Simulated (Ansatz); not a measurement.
An Ansatz (a program for electronic structure) input for (Zr,Ti)O2 alloy cell TiZr3O8 (polar orthorhombic (Pca2_1) start):

Ansatz 0.2 input:
```yaml
crystal:
  lattice:
    - [5.421981092, -0.000000201, -0.023610051]
    - [-0.00000039, 10.065562517, -0.000000221]
    - [-0.045206356, -0.000000221, 10.266354325]
  atoms:
    - { symbol: Zr, position: [0.530048706, 0.359096229, 0.135375762] }
    - { symbol: Zr, position: [0.52791462, 0.380716176, 0.643838365] }
    - { symbol: Ti, position: [0.571428037, 0.875969479, 0.140653317] }
    - { symbol: Zr, position: [0.527495272, 0.866674373, 0.63028946] }
    - { symbol: Zr, position: [0.967155692, 0.373623896, 0.387302576] }
    - { symbol: Zr, position: [0.971183469, 0.36684343, 0.891628724] }
    - { symbol: Ti, position: [0.942707767, 0.874632901, 0.397843705] }
    - { symbol: Zr, position: [0.95853725, 0.862274448, 0.872505169] }
    - { symbol: Zr, position: [0.471183094, 0.133156502, 0.391628699] }
    - { symbol: Zr, position: [0.467155396, 0.126375754, 0.887302516] }
    - { symbol: Zr, position: [0.458537323, 0.637726119, 0.372505841] }
    - { symbol: Ti, position: [0.44270758, 0.625367847, 0.897843588] }
    - { symbol: Zr, position: [0.027914783, 0.119283804, 0.143838048] }
    - { symbol: Zr, position: [0.030048828, 0.140903339, 0.635375696] }
    - { symbol: Zr, position: [0.027495792, 0.633325609, 0.130289458] }
    - { symbol: Ti, position: [0.071427655, 0.624030714, 0.640653585] }
    - { symbol: O, position: [0.859210202, 0.461413239, 0.063943793] }
    - { symbol: O, position: [0.872633967, 0.492489212, 0.561620583] }
    - { symbol: O, position: [0.867388617, 0.958420507, 0.054912017] }
    - { symbol: O, position: [0.84978757, 0.985009461, 0.546327248] }
    - { symbol: O, position: [0.638449409, 0.473390363, 0.305212169] }
    - { symbol: O, position: [0.62667557, 0.482261886, 0.819209382] }
    - { symbol: O, position: [0.632626558, 0.977349293, 0.295273373] }
    - { symbol: O, position: [0.637263686, 0.967805555, 0.803894846] }
    - { symbol: O, position: [0.126676425, 0.017737978, 0.319209076] }
    - { symbol: O, position: [0.138447881, 0.026609943, 0.805212157] }
    - { symbol: O, position: [0.137263682, 0.532194239, 0.30389504] }
    - { symbol: O, position: [0.132626456, 0.522650739, 0.795273695] }
    - { symbol: O, position: [0.372634194, 0.007510766, 0.061620544] }
    - { symbol: O, position: [0.35921046, 0.038586838, 0.563943465] }
    - { symbol: O, position: [0.349787207, 0.514989547, 0.046327102] }
    - { symbol: O, position: [0.367388606, 0.541579608, 0.554912072] }
    - { symbol: O, position: [0.277199096, 0.260390362, 0.263954136] }
    - { symbol: O, position: [0.282917193, 0.267151783, 0.764878671] }
    - { symbol: O, position: [0.345522643, 0.75147239, 0.214035251] }
    - { symbol: O, position: [0.33157243, 0.742086008, 0.749159464] }
    - { symbol: O, position: [0.217646713, 0.24995393, 0.014599805] }
    - { symbol: O, position: [0.220833477, 0.276821084, 0.514120153] }
    - { symbol: O, position: [0.16907273, 0.732717727, -0.024474655] }
    - { symbol: O, position: [0.174729165, 0.768004256, 0.489896203] }
    - { symbol: O, position: [0.720833884, 0.223178988, 0.014120362] }
    - { symbol: O, position: [0.717646339, 0.250046542, 0.514600114] }
    - { symbol: O, position: [0.674729819, 0.731996175, -0.010103753] }
    - { symbol: O, position: [0.669073094, 0.767281026, 0.475525564] }
    - { symbol: O, position: [0.782916649, 0.232848425, 0.264878866] }
    - { symbol: O, position: [0.777199283, 0.239609395, 0.763954306] }
    - { symbol: O, position: [0.831572742, 0.757913817, 0.24915948] }
    - { symbol: O, position: [0.845523061, 0.748528158, 0.714035152] }
basis:
  ecutwfc: 420
  ecutrho_ratio: 4
  xc_grid: 2
kpoints:
  mp_grid: { grid: [4, 2, 2] }
hamiltonian:
  xc: pbe
  dispersion: none
  pseudopotentials: { kind: paw }
scf:
  n_extra_bands: 26
  occupations: { method: fermi_dirac, width: 0.01 }
output:
  forces: true
  stress: true
  eigenstates:
    kpoints:
      - [0.0, 0.0, 0.0]
      - [-0.5, 0.0, 0.0]
    e_range: [-4.0, 6.0]
    localisation: true
relax:
  f_tol: 0.03
  max_steps: 90
  cell: { stress_tol: 0.15 }
```

These are PBE (plane waves to 420 eV, PAW; Ansatz) values and carry that method's errors. Spin–orbit coupling is left out; the runs are not spin-polarised. Its k-point mesh 4×2×2, Fermi–Dirac width 0.01 eV.

Q: Write the closing report of this run, without the band table and long remarks, to eight decimals at most.

A: 
```
SCF converged after 6 iterations
Free energy (F): -78442.202571 eV
Harris-Foulkes:  -78442.202571 eV  (|F-HF|=5.97e-10)
Internal energy: -78442.202571 eV  (E = F + TS)
E sigma→0 (E₀):  -78442.202571 eV
Fermi energy:    11.169382 eV
--- Per-component energies (eV) ---
  E_band       = -2004.392566
  E_kinetic    = 10721.875520
  E_local      = -21864.040372  (includes V_loc(G=0)·N_el)
  E_nonlocal   = 2452.426819
  E_hartree    = 7633.203518
  E_xc         = -4719.906192
  E_vxc        = -5829.129380  (∫ρ·V_xc dr)
  E_paw        = -44670.454425  (= ΣΔE_a)
  E_vpaw       = -2752.013779  (= ΣTr[D̂ρ^β])
  E_aug_tail   = 0.079572  (compensation charges beyond the density's cutoff)
  E_ewald      = -27995.387011
  E_smearing   = 0.000000  (= −TS)
  E_closure    = 0.000000  (closes the sum)
  Σ components = -78442.202571   (vs F -78442.202571, Δ=0.00e0)
--- Forces (eV/Å), atoms counted from 1 ---
  atom   1  Zr     0.00255078     0.00323145    -0.00093393
  atom   2  Zr     0.00385222    -0.00353723     0.00455372
  atom   3  Ti     0.00275494     0.00048054     0.00198014
  atom   4  Zr    -0.00347370     0.00711534    -0.00202436
  atom   5  Zr    -0.00610707    -0.00314789    -0.00152036
  atom   6  Zr    -0.00316139    -0.00108518     0.00773304
  atom   7  Ti    -0.01619548    -0.00620829    -0.00593879
  atom   8  Zr     0.00346193     0.00381724    -0.00360954
  atom   9  Zr    -0.00316139     0.00108518     0.00773304
  atom  10  Zr    -0.00610707     0.00314789    -0.00152036
  atom  11  Zr     0.00346193    -0.00381724    -0.00360954
  atom  12  Ti    -0.01619548     0.00620829    -0.00593879
  atom  13  Zr     0.00385222     0.00353723     0.00455372
  atom  14  Zr     0.00255078    -0.00323145    -0.00093393
  atom  15  Zr    -0.00347370    -0.00711534    -0.00202436
  atom  16  Ti     0.00275494    -0.00048054     0.00198014
  atom  17  O      0.00309595    -0.00140788     0.00461147
  atom  18  O      0.00069044     0.00227903    -0.00338213
  atom  19  O      0.00024928     0.00305269     0.00124226
  atom  20  O     -0.00126145    -0.00210269     0.00126714
  atom  21  O     -0.00134771     0.00168836     0.00193825
  atom  22  O     -0.00037919    -0.00080688    -0.00228939
  atom  23  O      0.00485276    -0.00454464    -0.00083951
  atom  24  O     -0.00042625     0.00051415    -0.00316587
  atom  25  O     -0.00037919     0.00080688    -0.00228939
  atom  26  O     -0.00134771    -0.00168836     0.00193825
  atom  27  O     -0.00042625    -0.00051415    -0.00316587
  atom  28  O      0.00485276     0.00454464    -0.00083951
  atom  29  O      0.00069044    -0.00227903    -0.00338213
  atom  30  O      0.00309595     0.00140788     0.00461147
  atom  31  O     -0.00126145     0.00210269     0.00126714
  atom  32  O      0.00024928    -0.00305269     0.00124226
  atom  33  O     -0.00274858     0.00111487     0.00436201
  atom  34  O      0.00035904    -0.00110245     0.00202079
  atom  35  O      0.00194601     0.00258471     0.00398139
  atom  36  O      0.00005329    -0.00161179    -0.00097280
  atom  37  O     -0.00013061    -0.00328287    -0.00366438
  atom  38  O      0.00379042    -0.00163788    -0.00352750
  atom  39  O      0.00873710    -0.00313339    -0.00183150
  atom  40  O     -0.00116368     0.00270050     0.00000916
  atom  41  O      0.00379042     0.00163788    -0.00352750
  atom  42  O     -0.00013061     0.00328287    -0.00366438
  atom  43  O     -0.00116368    -0.00270050     0.00000916
  atom  44  O      0.00873710     0.00313339    -0.00183150
  atom  45  O      0.00035904     0.00110245     0.00202079
  atom  46  O     -0.00274858    -0.00111487     0.00436201
  atom  47  O      0.00005329     0.00161179    -0.00097280
  atom  48  O      0.00194601    -0.00258471     0.00398139
  max |Σ_I F_I| component: 1.91e-6 eV/Å
--- Stress (GPa, compression-positive) ---
       -0.001086       0.000000       0.079981
        0.000000       0.007107       0.000000
        0.079981       0.000000       0.051761
  P = ⅓ Tr σ = 0.0193 GPa (0.193 kbar)
--- Relaxed structure (20 steps of the walk, 18 accepted, 2 SCFs on fresh bases) ---
  F+E_penalty+E_count = -78442.20257079 eV   max|allowed force component| = 1.620e-2 eV/Å   (the final SCF, on the basis selected at the relaxed cell)
  cell:  # Å, volume = 563.2316 Å³
    - [5.42013051, 4.33333553e-9, 0.38295958]
    - [-8.00829649e-9, 10.13579819, -1.34688420e-9]
    - [0.72479776, 1.94182708e-9, 10.30346343]
  atoms:
    - { symbol: Zr, position: [0.53637548, 0.39285447, 0.16468414] }
    - { symbol: Zr, position: [0.51462521, 0.40579390, 0.66424664] }
    - { symbol: Ti, position: [0.56596814, 0.89042995, 0.13648014] }
    - { symbol: Zr, position: [0.54747036, 0.89293472, 0.66312732] }
    - { symbol: Zr, position: [0.95764976, 0.35751743, 0.39078044] }
    - { symbol: Zr, position: [0.94964780, 0.35699218, 0.88998292] }
    - { symbol: Ti, position: [0.94703871, 0.86216198, 0.40154791] }
    - { symbol: Zr, position: [0.98553523, 0.83991141, 0.87266890] }
    - { symbol: Zr, position: [0.44964780, 0.14300782, 0.38998292] }
    - { symbol: Zr, position: [0.45764976, 0.14248257, 0.89078044] }
    - { symbol: Zr, position: [0.48553523, 0.66008859, 0.37266890] }
    - { symbol: Ti, position: [0.44703871, 0.63783802, 0.90154791] }
    - { symbol: Zr, position: [0.01462521, 0.09420610, 0.16424664] }
    - { symbol: Zr, position: [0.03637548, 0.10714553, 0.66468414] }
    - { symbol: Zr, position: [0.04747036, 0.60706528, 0.16312732] }
    - { symbol: Ti, position: [0.06596814, 0.60957005, 0.63648014] }
    - { symbol: O, position: [0.87707341, 0.47017633, 0.05674029] }
    - { symbol: O, position: [0.87930077, 0.48898824, 0.56059343] }
    - { symbol: O, position: [0.88272180, 0.95435645, 0.04625607] }
    - { symbol: O, position: [0.87445439, 0.98015847, 0.54870459] }
    - { symbol: O, position: [0.72643141, 0.50598106, 0.29736624] }
    - { symbol: O, position: [0.65068791, 0.50129206, 0.81620187] }
    - { symbol: O, position: [0.66621481, 0.99982034, 0.27585773] }
    - { symbol: O, position: [0.72754101, 0.99868187, 0.79933158] }
    - { symbol: O, position: [0.15068791, -0.00129206, 0.31620187] }
    - { symbol: O, position: [0.22643141, -0.00598106, 0.79736624] }
    - { symbol: O, position: [0.22754101, 0.50131813, 0.29933158] }
    - { symbol: O, position: [0.16621481, 0.50017966, 0.77585773] }
    - { symbol: O, position: [0.37930077, 0.01101176, 0.06059343] }
    - { symbol: O, position: [0.37707341, 0.02982367, 0.55674029] }
    - { symbol: O, position: [0.37445439, 0.51984153, 0.04870459] }
    - { symbol: O, position: [0.38272180, 0.54564355, 0.54625607] }
    - { symbol: O, position: [0.26966875, 0.24952919, 0.25326328] }
    - { symbol: O, position: [0.27595872, 0.25416174, 0.75720053] }
    - { symbol: O, position: [0.35249466, 0.75277360, 0.21818269] }
    - { symbol: O, position: [0.32747358, 0.74366846, 0.75768609] }
    - { symbol: O, position: [0.11256643, 0.21301851, -0.00349561] }
    - { symbol: O, position: [0.11677007, 0.23099971, 0.50394486] }
    - { symbol: O, position: [0.12578946, 0.70979385, -0.01012973] }
    - { symbol: O, position: [0.13054217, 0.73779812, 0.47477777] }
    - { symbol: O, position: [0.61677007, 0.26900029, 0.00394486] }
    - { symbol: O, position: [0.61256643, 0.28698149, 0.49650439] }
    - { symbol: O, position: [0.63054217, 0.76220188, -0.02522223] }
    - { symbol: O, position: [0.62578946, 0.79020615, 0.48987027] }
    - { symbol: O, position: [0.77595872, 0.24583826, 0.25720053] }
    - { symbol: O, position: [0.76966875, 0.25047081, 0.75326328] }
    - { symbol: O, position: [0.82747358, 0.75633154, 0.25768609] }
    - { symbol: O, position: [0.85249466, 0.74722640, 0.71818269] }
```

Cost: around 30 core-minutes (rough).
